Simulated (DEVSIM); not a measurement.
Device: illuminated Si p-on-n cell, one wavelength, at 300 K.

| layer (left to right) | material | thickness (μm) | Nd (cm⁻³) | Na (cm⁻³) | τn (s) | τp (s) | absorption coefficient (cm⁻¹) |
|---|---|---|---|---|---|---|---|
| 1 | Si | 0.110 | - | 5.4e17 | 1.6e-7 | 2.6e-8 | 340 |
| 2 | Si | 31.0 | 9.5e15 | - | 9.4e-7 | 9.4e-7 | 340 |

Left contact: ohmic, minority electron recombination velocity 30000 cm/s. Right contact: ohmic, minority hole recombination velocity 5e5 cm/s. Voltage is applied to the left contact. Recombination: SRH at mid-gap, radiative, Auger. Gap narrowing is on: ΔEg = 6.92 meV × (l + √(l² + 0.5)), l = ln(N/1.3e17 cm⁻³), shared equally by both band edges. Light enters at the left, 1.8e17 photons cm⁻² s⁻¹, one pass, no reflection. Mobility is μmin + (μ − μmin)/(1 + (N/Nref)^α).

The device is made up for the run: typed textbook-type constants, with dimensions and the other settings drawn at random. Values at 300 K; Nc and Nv go as T^1.5, mobilities as T to minus their exponent, the gap by Varshni's rule with the affinity fixed.

| parameter | Si |
|---|---|
| gap (eV) | 1.124 |
| affinity (eV) | 4.05 |
| permittivity | 11.7 |
| Nc (cm⁻³) | 2.86e19 |
| Nv (cm⁻³) | 3.1e19 |
| μn (cm²/Vs) | 1417 |
| μp (cm²/Vs) | 470 |
| μn,min | 52 |
| μp,min | 45 |
| Nref,n | 9.7e16 |
| Nref,p | 2.2e17 |
| αn | 0.68 |
| αp | 0.72 |
| T exponent of μn | 2.3 |
| T exponent of μp | 2.2 |
| B (cm³/s) | 4.7e-15 |
| Cn (cm⁶/s) | 2.8e-31 |
| Cp (cm⁶/s) | 9.9e-32 |
| Varshni α (eV/K) | 0.000473 |
| Varshni β (K) | 636 |

DEVSIM, 1D drift-diffusion, Boltzmann statistics, complete ionisation; no tunnelling, impact ionisation, image-force lowering or self-heating.

Base results: short-circuit current (mA/cm²) 10.6; largest field in the device at zero bias (V/cm) 54000; largest power (mW/cm²) 4.56; dark forward voltage at 100 A/cm² (V) 0.821.

Question: What follows from this one change: doping Nd of layer 2 9.5e+15 → 9.5e+16 cm^-3?

Answer: short-circuit current 10.6 → 10.3 mA/cm²; largest field in the device at zero bias 54000 → 140000 V/cm; largest power 4.56 → 4.76 mW/cm²; dark forward voltage at 100 A/cm² little changed (0.825 V).

Question: What follows from this one change: thickness of layer 2 31 → 11 μm?

Answer: short-circuit current 10.6 → 5.04 mA/cm²; largest field in the device at zero bias little changed (54000 V/cm); largest power 4.56 → 1.98 mW/cm²; dark forward voltage at 100 A/cm² 0.821 → 0.780 V.

Question: What follows from this one change: temperature 300 → 250 K?

Answer: short-circuit current 10.6 → 10.7 mA/cm²; largest field in the device at zero bias little changed (54000 V/cm); largest power 4.56 → 5.96 mW/cm²; dark forward voltage at 100 A/cm² 0.821 → 0.887 V.
